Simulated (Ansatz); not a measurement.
**ZrO2 with two functionals, x(C) = 0.25, 12 atoms, I-42d**

The parent structure is ZrO$_{2}$ in the fluorite structure (space group Fm-3m, No. 225; a = 5.1159 Å).

(Cell as relaxed with PBE.)

Levels (all Ansatz, a quantum-chemistry and plane-wave program, PAW, earlier PAW set): PBE (420 eV, spin-orbit coupling left out); r2SCAN (500 eV, no spin-orbit coupling).

Each level relaxes its own structure.

| base | PBE | r2SCAN |
|---|---|---|
| volume per atom | 11.16 Å³ | 10.98 Å³ |
| lattice parameter a | 5.116 Å | 5.089 Å |
| band gap | 3.32 eV | 3.89 eV |

One thing is altered: C replaces 25.0 % of the O, ordered in a cell of 12 atoms (starting symmetry I-42d) and fully relaxed.

```csv
quantity,PBE,r2SCAN
mixing energy (to 0.01 eV only: unlike meshes or grids) (against an end that may be hypothetical),+0.31 eV/atom,+0.34 eV/atom
shortest interatomic distance,2.194 Å,2.179 Å
deviation of the volume from the linear (Vegard-type) interpolation,+2.0 %,+2.0 %
```

PBE's mixing energy lies 0.03 eV/atom below r2SCAN's; PBE's shortest interatomic distance lies 0.015 Å above r2SCAN's (0.7 %); the two agree on the deviation of the volume from the linear. Neither level is exact; r2SCAN is the comparison here, not a measurement.

A trial with spin polarisation found a lower state for one case, which could not be relaxed; the values given are those without spin. Each cell is one ordered arrangement of few atoms, which overstates ordering effects compared with a random alloy. No phonon test of stability was made. The final runs are not spin-polarised. ZrC2 has a high density of states at the Fermi level and may be magnetic at this level. This is not the structure that ZrO2 has at room temperature and ambient pressure.
